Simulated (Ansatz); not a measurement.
Ansatz (a quantum-chemistry and plane-wave program), DFT, PBE, plane waves, its default PAW files: cubic perovskite SrTiO3, atoms displaced (Sr8Ti8O24), 40 atoms. Basis and mesh were picked for this test and aren't claimed converged.

Ansatz 0.2 input:
```yaml
crystal:
  lattice:
    - [7.81, 0.0, 0.0]
    - [0.0, 7.81, 0.0]
    - [0.0, 0.0, 7.81]
  atoms:
    - { symbol: Sr, position: [0.004247, 0.994265, 0.998734] }
    - { symbol: Sr, position: [0.997705, 0.000429, 0.498157] }
    - { symbol: Sr, position: [0.001097, 0.501266, 0.999959] }
    - { symbol: Sr, position: [0.004592, 0.493901, 0.492765] }
    - { symbol: Sr, position: [0.495845, 0.007176, 0.009934] }
    - { symbol: Sr, position: [0.500989, 0.000835, 0.501658] }
    - { symbol: Sr, position: [0.494618, 0.499164, 0.995808] }
... (30 lines of coordinates left out) ...
    - { symbol: O, position: [0.750065, 0.748698, 0.506021] }
    - { symbol: O, position: [0.501197, 0.74696, 0.745736] }
    - { symbol: O, position: [0.75373, 0.496055, 0.748697] }
kpoints:
  mp_grid: { grid: [2, 2, 2] }
hamiltonian:
  xc: pbe
  pseudopotentials: { kind: paw }
scf:
  occupations: { method: fixed }
output:
  forces: true
```

The program reports k-points after symmetry: 8, bands at the start: 200, electrons: 320, plane waves at Γ: 9315, cutoff (eV): 420, FFT grid: 54×54×54, symmetry operations: 1.

Hardware: Arm Neoverse V2, 96 cores on 1 socket, no SMT, 1 L3 cache group; 94 cores' worth of CPU time may be used.

Wall times, medians of two to five repeats, each run alone on the node (launch to exit). Unless noted, each process is bound to its own block of adjacent cores. The build: release build for Arm (Neoverse V2), one process with threads; another build can shift the numbers. Scratch files lie in a memory file system.

Measured:

| cores | layout | wall time |
|---|---|---|
| 4 | 4 threads | 9.7 s |
| 8 | 8 threads | 5.0 s |
| 24 | 24 threads | 2.3 s |
| 32 | 32 threads | 1.8 s |
| 48 | 48 threads | 1.5 s |

**Question.** Fit T(p) = s + w/p to these times and predict the runs with 16 threads and with 64 threads. How well does the fit hold?

**Answer.** A fit of relative deviations gives s = 0.76 s and w = 35 core-seconds; it misses the rows shown by at most 4 %.

```csv
cores,layout,fit,measured,measured against fit
16,16 threads,2.9 s,3.0 s,+2 %
64,64 threads,1.3 s,1.4 s,+7 %
```

Efficiency, counted from 4 cores, is near one half at 48 cores. The shortest time, 1.2 s, comes at 88 cores. The share that grows most is that of set-up and steps outside the phases: from 2.4 % of the time on 4 cores to 14 % on 88. The largest part on 88 cores, band solves (diag), takes 7.7 s on 4 and 0.68 s there.
